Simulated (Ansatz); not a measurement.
**Point defects in ZrC**

Start from a 16-atom supercell of ZrC in the rock salt structure (space group Fm-3m, No. 225) at its relaxed geometry.

```
CELL_PARAMETERS angstrom
      0.00000     4.71144     4.71144
      4.71144     0.00000     4.71144
      4.71144     4.71144     0.00000
ATOMIC_POSITIONS crystal
  C  0.00000 0.00000 0.00000
  C  0.00000 0.00000 0.50000
  C  0.00000 0.50000 0.00000
  C  0.00000 0.50000 0.50000
  C  0.50000 0.00000 0.00000
  C  0.50000 0.00000 0.50000
  C  0.50000 0.50000 0.00000
  C  0.50000 0.50000 0.50000
  Zr 0.25000 0.25000 0.25000
  Zr 0.25000 0.25000 0.75000
  Zr 0.25000 0.75000 0.25000
  Zr 0.25000 0.75000 0.75000
  Zr 0.75000 0.25000 0.25000
  Zr 0.75000 0.25000 0.75000
  Zr 0.75000 0.75000 0.25000
  Zr 0.75000 0.75000 0.75000
```

One neutral defect a cell, atoms relaxed at fixed cell.

Method: Ansatz (an electronic-structure program), r2SCAN, PAW, cutoff 500 eV, without spin-orbit coupling.

| case | pressure | largest displacement of a host atom from its site in the perfect cell |
|---|---|---|
| perfect supercell | 0.0 GPa | – |
| C vacancy | -0.2 GPa | 0.06 Å |
| Pt on a C site, symmetric start | 19.1 GPa | 0.13 Å |
| Zr on a C site (antisite), symmetric start | 18.7 GPa | 0.17 Å |
| Zr interstitial (started 1.84 Å from the nearest host atom), symmetric start | 29.7 GPa | 0.32 Å |
| C on a Zr site (antisite) | 1.9 GPa | 0.38 Å |

In so small a cell the defect repeats every few ångströms: this is an ordered compound, not a dilute defect. Defects with a symmetric start kept the site's symmetry and may sit on a saddle; the others started slightly shaken. The final runs are not spin-polarised.
